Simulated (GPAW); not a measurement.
A self-consistent single point of V3Sn (Pm-3n, 8 atoms in the cell) with GPAW.

Method of the run: LDA (Perdew-Wang 92), GPAW PAW datasets LDA (gpaw-data 1.0.1) (plane waves; GPAW 25.7.0).

The change in words: lattice scaled by 0.98. Reference geometry:
```
V3Sn
1.0
    4.81661     0.00000     0.00000
    0.00000     4.81661     0.00000
    0.00000     0.00000     4.81661
V Sn
6 2
Direct
  0.50000   0.25000   0.00000
  0.50000   0.75000   0.00000
  0.25000   0.00000   0.50000
  0.75000   0.00000   0.50000
  0.00000   0.50000   0.25000
  0.00000   0.50000   0.75000
  0.50000   0.50000   0.50000
  0.00000   0.00000   0.00000
```

Reference input (self-consistent single point, DFT LDA (Perdew-Wang 92), plane waves, GPAW PAW datasets LDA (gpaw-data 1.0.1)): mode = pw; ecut = 850 eV; xc = LDA; kpts = 5 5 5; mesh shift (steps) = 0 0 0; occupations.name = fermi-dirac; occupations.width = 0.1 eV; nbands = -12; convergence.density = 1e-05 e/electron; symmetry.symmorphic = false; symmetry.tolerance = 0.0005; maxiter = 120. This run's input differs from it in these lines:

```diff
@@ -5,5 +5,5 @@
 atoms = Atoms(['V', 'V', 'V', 'V', 'V', 'V', 'Sn', 'Sn'],
-              cell=[[4.816607, 0.000000, 0.000000],
-                    [0.000000, 4.816607, 0.000000],
-                    [0.000000, 0.000000, 4.816607]],
+              cell=[[4.720275, 0.000000, 0.000000],
+                    [0.000000, 4.720275, 0.000000],
+                    [0.000000, 0.000000, 4.720275]],
               scaled_positions=[[0.500000, 0.250000, 0.000000],
```

Output (repeated stretches shortened):

```
     iter     time        total  log10-change:
                         energy   eigst   dens
iter:   1 --:--:--   -68.685674
iter:   2 --:--:--   -68.869847   -0.19  -1.50
iter:   3 --:--:--   -67.394278   -0.68  -1.51
iter:   4 --:--:--   -67.409509   -0.87  -1.77
iter:   5 --:--:--   -67.992702   -1.36  -2.00
iter:   6 --:--:--   -67.184475   -1.17  -1.77
iter:   7 --:--:--   -67.289815   -1.55  -2.44
iter:   8 --:--:--   -67.475585   -1.71  -2.30
iter:   9 --:--:--   -67.190134   -1.88  -2.10
iter:  10 --:--:--   -67.178237   -2.01  -2.55
iter:  11 --:--:--   -67.185190c  -2.53  -3.18
iter:  12 --:--:--   -67.190858c  -2.93  -3.21
iter:  13 --:--:--   -67.202976c  -2.95  -2.92
iter:  14 --:--:--   -67.188476c  -3.67  -2.68
iter:  15 --:--:--   -67.183264c  -3.65  -2.74
   [... 14 lines left out ...]
iter:  30 --:--:--   -67.179792c  -5.28  -4.72
iter:  31 --:--:--   -67.179672c  -5.40  -4.16
iter:  32 --:--:--   -67.179742c  -5.81  -4.45
iter:  33 --:--:--   -67.179722c  -7.28  -4.56
iter:  34 --:--:--   -67.179718c  -7.84c -4.78
iter:  35 --:--:--   -67.179704c  -6.90  -4.87
iter:  36 --:--:--   -67.179709c  -8.39c -5.48c
Converged after 36 iterations.

Dipole moment: (0.000000, -0.000000, -0.000000) |e|*Ang

Energy contributions relative to reference atoms: (reference = -490336.784629)

Kinetic:        +55.247415
Potential:      -38.975564
External:        +0.000000
XC:             -83.822775
Entropy (-ST):   -0.350052
Local:           +0.546241
SIC:             +0.000000
--------------------------
Free energy:    -67.354735
Extrapolated:   -67.179709

Showing only first 2 kpts
 Kpt  Band  Eigenvalues  Occupancy
  0    51     10.88955    1.98655
  0    52     11.30110    1.41346
  0    53     11.30110    1.41346
  0    54     13.15085    0.00000

  1    51     10.91044    1.98345
  1    52     11.33333    1.27165
  1    53     11.33531    1.26243
  1    54     12.97256    0.00000

Fermi level: 11.38905

No gap
   [... lines left out ...]
  2 V     0.00000    0.00000    0.00000
  3 V     0.00000    0.00000    0.00000
  4 V     0.00000   -0.00000    0.00000
  5 V     0.00000   -0.00000    0.00000
  6 Sn    0.00000    0.00000    0.00000
  7 Sn   -0.00000   -0.00000    0.00000

Stress tensor:
    -0.119154     0.000000     0.000000
     0.000000    -0.119154     0.000000
     0.000000     0.000000    -0.119154
Stress (GPa, Voigt): [-19.0906 -19.0906 -19.0906   0.       0.       0.    ]
```

The run converged in 36 iterations. GPAW prints stress with tension positive. Against the reference run the free energy goes up by 59.3 meV/atom and the pressure goes from 4.77 to 19.09 GPa.

The starting cell comes from a database of computed structures (which also holds hypothetical and non-ambient phases and stackings), without a prior relaxation at this level. Its lattice was rescaled by a random factor within 2.5 % of one. For this run, on top of that: lattice scaled by 0.98. Spin polarisation is off. With a pressure of about 19 GPa the cell is away from its equilibrium volume at this level.

Cost on one core of a shared machine: roughly 2 min.
